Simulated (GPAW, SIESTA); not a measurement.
A SIESTA input for a self-consistent single point of SrCd (Pm-3m, 2 atoms in the cell) (DFT, LDA PW92, numerical atomic orbitals DZP, PseudoDojo LDA standard norm-conserving potentials (rewritten from UPF to PSML)):

```
# files in the folder: Sr.psml Cd.psml (PseudoDojo LDA standard)
SystemName  SrCd
SystemLabel SrCd

NumberOfAtoms                2
NumberOfSpecies              2
%block ChemicalSpeciesLabel
  1 38 Sr
  2 48 Cd
%endblock ChemicalSpeciesLabel
LatticeConstant              1.0 Bohr
%block LatticeVectors
     7.684956790    0.000000000    0.000000000
     0.000000000    7.684956790    0.000000000
     0.000000000    0.000000000    7.684956790
%endblock LatticeVectors
AtomicCoordinatesFormat      Ang
%block AtomicCoordinatesAndAtomicSpecies
     2.033352000    2.033352000    2.033352000  1
     0.000000000    0.000000000    0.000000000  2
%endblock AtomicCoordinatesAndAtomicSpecies

XC.functional                LDA
XC.authors                   PW92
PAO.BasisSize                DZP
PAO.EnergyShift              0.01 Ry
MeshCutoff                   400 Ry
%block kgrid.MonkhorstPack
   11   0   0  0.0
    0  11   0  0.0
    0   0  11  0.0
%endblock kgrid.MonkhorstPack
OccupationFunction           FD
ElectronicTemperature        0.1 eV

MaxSCFIterations             150
SCF.Mixer.Method             Pulay
SCF.Mixer.Weight             0.2
SCF.Mixer.History            8
SCF.DM.Tolerance             1.0E-04
Diag.ParallelOverK           true
WriteForces                  true
```

**Question.** Give the GPAW input for the same structure, mesh, smearing and functional.

**Answer.** This is the input that was run; spellings and numerical settings could be chosen otherwise.

```python
from ase import Atoms
from ase.units import GPa
from gpaw import GPAW

atoms = Atoms(['Sr', 'Cd'],
              cell=[[4.066704, 0.000000, 0.000000],
                    [0.000000, 4.066704, 0.000000],
                    [0.000000, 0.000000, 4.066704]],
              scaled_positions=[[0.500000, 0.500000, 0.500000],
                                [0.000000, 0.000000, 0.000000]],
              pbc=True)

calc = GPAW(mode={'name': 'pw', 'ecut': 550},
            xc='LDA',
            kpts=(11, 11, 11),
            occupations={'name': 'fermi-dirac', 'width': 0.1},
            nbands=-10,
            symmetry={'symmorphic': False, 'tolerance': 0.0005},
            maxiter=120)

atoms.calc = calc

energy = atoms.get_potential_energy()
print('Energy (eV):', round(energy, 6))
forces = atoms.get_forces()
print('Forces (eV/Ang):')
print(forces.round(5))
stress = atoms.get_stress()
print('Stress (GPa, Voigt):', (stress / GPa).round(4))
```

Basis settings and potentials, where a program has them, do not carry over. This input uses DFT LDA (Perdew-Wang 92), plane waves, GPAW PAW datasets LDA (gpaw-data 1.0.1). LDA parametrisations can differ slightly between programs. Both were run: pressure -1.20 GPa in SIESTA and -3.05 in GPAW.

On GPAW: the starting cell comes from a database of computed structures (which also holds hypothetical and non-ambient phases and stackings), without a prior relaxation at this level. Its lattice was rescaled by a random factor within 2.5 % of one. With a pressure of about -3 GPa the cell is away from its equilibrium volume at this level.

On SIESTA: the starting cell comes from a database of computed structures (which also holds hypothetical and non-ambient phases and stackings), without a prior relaxation at this level. Its lattice was rescaled by a random factor within 2.5 % of one. Values carry the incompleteness of an atom-centred basis.
